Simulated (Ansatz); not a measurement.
Reference: BaO (Fm-3m), PBEsol, rigid bands (plane waves, PAW, scalar-relativistic; Ansatz, a first-principles code); axes and stresses refer to this cell.

```
CELL_PARAMETERS angstrom
      0.00000     2.74496     2.74496
      2.74496     0.00000     2.74496
      2.74496     2.74496     0.00000
ATOMIC_POSITIONS crystal
  Ba 0.00000 0.00000 0.00000
  O  0.50000 0.50000 0.50000
```

The band gap is 1.84 eV and the electron conductivity mass is 0.50 mₑ. The Seebeck coefficient, n-type 1e19 cm⁻³ is -318 μV/K.

Task: Change: spin-orbit coupling switched on. What happens to band gap, electron conductivity mass, Seebeck coefficient, n-type 1e19 cm⁻³?

Result: band gap moves little, to 1.80 eV; electron conductivity mass moves little, to 0.50 mₑ; Seebeck coefficient, n-type 1e19 cm⁻³ moves little, to -318 μV/K.

Masses are for dilute carriers at 300 K, harmonic means over directions unless an axis is named. Seebeck coefficients are for the stated density at 300 K, with one relaxation time for all states and whether or not that doping can be reached. Spin-orbit coupling is left out unless a row names it.
